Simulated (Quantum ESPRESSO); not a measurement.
# Parameter sweep on CdSnAs₂ (I-42d, 8 atoms in the cell)

```xyz
8
Lattice="-3.0730 3.0730 6.0212 3.0730 -3.0730 6.0212 3.0730 3.0730 -6.0212" Properties=species:S:1:pos:R:3 pbc="T T T"
Cd     0.0000     0.0000     0.0000
Cd     0.0000     3.0730     3.0106
Sn     3.0730     0.0000     3.0106
Sn     0.0000     0.0000     6.0212
As     1.5365     1.5080     4.5159
As     4.5810     1.5365     1.5053
As     1.5365     1.5650    -1.5053
As    -1.5080     1.5365     7.5265
```

Base run A: Quantum ESPRESSO with PBEsol, GBRV 1.5 ultrasoft (PBESOL) pseudopotentials, self-consistent single point.

Its settings: ecutwfc = 40 Ry; ecutrho = 200 Ry; occupations = smearing; smearing = mp; degauss = 0.0073499 Ry; potentials = {Cd: cd_pbesol_v1.uspp.F.UPF, Sn: sn_pbesol_v1.4.uspp.F.UPF, As: as_pbesol_v1.uspp.F.UPF}; K_POINTS = automatic 9 9 9 0 0 0; conv_thr = 1e-10 Ry; mixing_beta = 0.3.

The starting cell comes from a database of computed structures (which also holds hypothetical and non-ambient phases and stackings), without a prior relaxation at this level. The run gives no clean gap (levels at the Fermi energy touch, overlap or are partly filled at this smearing), which alone does not show that the compound is a metal.

ΔF is the free energy per atom less that of run A. 

Run A gave: pressure (GPa) -0.75; largest force (eV/Å) 0.142.

Runs:
- B: lattice scaled by 0.97
- C: lattice scaled by 0.97; ecutwfc: 40 Ry → 24 Ry; ecutrho: 200 Ry → 120 Ry
- D: lattice scaled by 0.985
- E: lattice scaled by 0.985; ecutwfc: 40 Ry → 24 Ry; ecutrho: 200 Ry → 120 Ry
- F: lattice scaled by 1.015
- G: lattice scaled by 1.015; ecutwfc: 40 Ry → 24 Ry; ecutrho: 200 Ry → 120 Ry
- H: lattice scaled by 1.03
- I: lattice scaled by 1.03; ecutwfc: 40 Ry → 24 Ry; ecutrho: 200 Ry → 120 Ry
- J: ecutwfc: 40 Ry → 24 Ry; ecutrho: 200 Ry → 120 Ry

### Question
What does run C change against A?

### Answer
The free energy goes up by 491 meV/atom, the pressure goes from -0.75 to -4.95 GPa and the largest force goes from 0.142 to 0.300 eV/Å.

### Question
What does run G change against A?

### Answer
The free energy rises by 473 meV/atom, the pressure goes from -0.75 to -11.67 GPa and the largest force goes from 0.142 to 0.060 eV/Å.

| run | ΔF (meV/atom) | pressure (GPa) | largest force (eV/Å) |
|---|---|---|---|
| A | 0.00 | -0.75 | 0.142 |
| B | 32.4 | 5.18 | 0.301 |
| C | 491.3 | -4.95 | 0.300 |
| D | 5.0 | 1.88 | 0.216 |
| E | 462.8 | -7.77 | 0.211 |
| F | 13.9 | -2.83 | 0.076 |
| G | 472.5 | -11.67 | 0.060 |
| H | 43.8 | -4.47 | 0.018 |
| I | 502.1 | -12.90 | 0.001 |
| J | 458.0 | -9.98 | 0.129 |
